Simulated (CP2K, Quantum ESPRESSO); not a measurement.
A Quantum ESPRESSO input for a self-consistent single point of Al3GaN4 (P-43m, 8 atoms in the cell) (DFT, LDA (PW92), plane waves, PseudoDojo standard norm-conserving (LDA) pseudopotentials):

```fortran
&CONTROL
 calculation = 'scf'
 prefix = 'run'
 outdir = './tmp/'
 pseudo_dir = './'
 tprnfor = .true.
 tstress = .true.
/
&SYSTEM
 ibrav = 1
 A = 4.401440000
 nat = 8
 ntyp = 3
 ecutwfc = 85
 occupations = 'smearing'
 smearing = 'fd'
 degauss = 0.00147
/
&ELECTRONS
 conv_thr = 1.0d-10
 mixing_beta = 0.7
/
ATOMIC_SPECIES
Al    26.9815  Al.upf
Ga    69.7230  Ga.upf
N     14.0070  N.upf
ATOMIC_POSITIONS {angstrom}
Al    2.200720000    2.200720000    0.000000000
Al    0.000000000    2.200720000    2.200720000
Al    2.200720000    0.000000000    2.200720000
Ga    0.000000000    0.000000000    0.000000000
N     3.275375590    3.275375590    1.126064410
N     3.275375590    1.126064410    3.275375590
N     1.126064410    1.126064410    1.126064410
N     1.126064410    3.275375590    3.275375590
K_POINTS {automatic}
6 6 6  0 0 0
```

**Question.** Give the CP2K input for the same structure, mesh, smearing and functional.

**Answer.** This is the input that was run; spellings and numerical settings could be chosen otherwise.

```
&GLOBAL
  PROJECT scf
  RUN_TYPE ENERGY_FORCE
  PRINT_LEVEL MEDIUM
&END GLOBAL
&FORCE_EVAL
  METHOD Quickstep
  STRESS_TENSOR ANALYTICAL
  &DFT
    BASIS_SET_FILE_NAME BASIS_MOLOPT
    POTENTIAL_FILE_NAME GTH_POTENTIALS
    &QS
      METHOD GPW
      EPS_DEFAULT 1E-11
    &END QS
    &MGRID
      CUTOFF 600
      REL_CUTOFF 50
      NGRIDS 5
    &END MGRID
    &SCF
      SCF_GUESS ATOMIC
      EPS_SCF 1E-6
      MAX_SCF 100
      ADDED_MOS 8
      &DIAGONALIZATION
        ALGORITHM STANDARD
      &END DIAGONALIZATION
      &MIXING
        METHOD BROYDEN_MIXING
        ALPHA 0.4
        NBUFFER 10
        BETA 1
      &END MIXING
      &SMEAR ON
        METHOD FERMI_DIRAC
        ELECTRONIC_TEMPERATURE [K] 232.09
      &END SMEAR
    &END SCF
    &KPOINTS
      SCHEME MONKHORST-PACK 6 6 6
      GAMMA_CENTERED T
    &END KPOINTS
    &XC
      &XC_FUNCTIONAL PADE
      &END XC_FUNCTIONAL
    &END XC
    &PRINT
      &MO
        EIGENVALUES T
        OCCUPATION_NUMBERS T
        NDIGITS 8
        FILENAME mo
        &EACH
          QS_SCF 0
        &END EACH
        ADD_LAST NUMERIC
      &END MO
      &MULLIKEN ON
      &END MULLIKEN
    &END PRINT
  &END DFT
  &SUBSYS
    &CELL
      A 4.40144000 0.00000000 0.00000000
      B 0.00000000 4.40144000 0.00000000
      C 0.00000000 0.00000000 4.40144000
      PERIODIC XYZ
    &END CELL
    &COORD
      SCALED
      Al       0.50000000     0.50000000     0.00000000
      Al       0.00000000     0.50000000     0.50000000
      Al       0.50000000     0.00000000     0.50000000
      Ga       0.00000000     0.00000000     0.00000000
      N        0.74416000     0.74416000     0.25584000
      N        0.74416000     0.25584000     0.74416000
      N        0.25584000     0.25584000     0.25584000
      N        0.25584000     0.74416000     0.74416000
    &END COORD
    &KIND Al
      BASIS_SET DZVP-MOLOPT-SR-GTH-q3
      POTENTIAL GTH-PADE-q3
    &END KIND
    &KIND Ga
      BASIS_SET DZVP-MOLOPT-SR-GTH-q13
      POTENTIAL GTH-PADE-q13
    &END KIND
    &KIND N
      BASIS_SET DZVP-MOLOPT-SR-GTH-q5
      POTENTIAL GTH-PADE-q5
    &END KIND
  &END SUBSYS
  &PRINT
    &FORCES ON
    &END FORCES
    &STRESS_TENSOR ON
    &END STRESS_TENSOR
  &END PRINT
&END FORCE_EVAL
```

Basis, cutoffs, solver keys and any potentials are the target program's own. This input uses DFT LDA (Pade form), GPW, DZVP-MOLOPT-SR-GTH basis, GTH-PADE potentials (GTH_POTENTIALS). LDA parametrisations can differ slightly between programs.

The starting cell comes from a database of computed structures (which also holds hypothetical and non-ambient phases and stackings), without a prior relaxation at this level.
